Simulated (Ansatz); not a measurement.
Base system: HfSi₂ (space group Cmcm, No. 63; a = 3.650 Å, b = 14.350 Å, c = 3.635 Å).

Calculations: PBEsol in Ansatz (plane waves to 420 eV, PAW, spin-orbit coupling left out).

Base values:

- Pressure: 0.0 GPa

One thing is altered: every lattice vector is shortened by 2.96 %; the atoms relax in the strained cell.

### Question
Estimate the effect on the pressure and energy relative to the base.

### Answer
The pressure (mean of the normal stresses, compression positive) goes from zero to 15.4 GPa; the energy goes up by 61 meV/atom.

No phonon test of stability was made. All final runs are without spin polarisation.

Ansatz is an electronic-structure program.
